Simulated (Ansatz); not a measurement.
# How the band gap of GeS2 (P4₂/nmc, No. 137, 6 atoms in the cell; start mp-1071032) moves with the method

No measured value is used here.

| level (code) | value (eV) | cell (Å³/atom) |
|---|---|---|
| LDA (Ansatz) | 0.96 (indirect) | 20.74 |
| PBEsol (Ansatz) | 1.01 (indirect) | 22.23 |
| PBEsol+SOC (Ansatz) | 0.95 (indirect) | 21.96 |
| dielectric-dependent PBEsol hybrid (Ansatz) | 2.03 (indirect) | 21.96 |
| HSE06 (Ansatz) | 2.18 (indirect) | 21.96 |
| HSE06+SOC (Ansatz) | 2.18 (indirect) | 21.96 |
| PBE0 (Ansatz) | 2.87 (indirect) | 21.96 |

Computed values are for a static lattice. Spin–orbit coupling is included only where a level's name says +SOC; with heavier elements it mostly lowers gaps and can invert bands.  Values are at the PBE-D3(BJ) cell; LDA at the level's own equilibrium cell; PBEsol at the level's own equilibrium cell. Cutoffs and k meshes differ between the levels. Ansatz's density-functional and Hartree–Fock values are scalar-relativistic unless marked +SOC, with PAW data made under PBE.

A start named mp-… is a Materials Project structure, which need not be a measured phase.

Ansatz is a first-principles code.
